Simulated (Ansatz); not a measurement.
Here is the system:

```
CELL_PARAMETERS angstrom
      0.04203     2.93922     2.93922
      2.93922     0.04203     2.93922
      2.98125     2.98125     0.00000
ATOMIC_POSITIONS crystal
  In 0.00245 0.00245 0.99755
  P  0.24755 0.24755 0.25245
```

No spin polarisation.

The values are results of PBEsol (Ansatz, an electronic-structure program, PAW, no SOC), not measurements. Settings: 10×10×10 k-points, 0.05 eV Fermi–Dirac smearing.

Q: What band gap does the calculation give?

A: 0.46 eV.

Q: What is the computed pressure (mean of the normal stresses, compression positive)?

A: 0.0 kbar.

The cells carry an imposed strain or load. Stability against distortions was not tested. The cell was made from InP in the zinc blende structure (space group F-43m, No. 216) by this change: tensor shear ε_xy = +1.43 %.
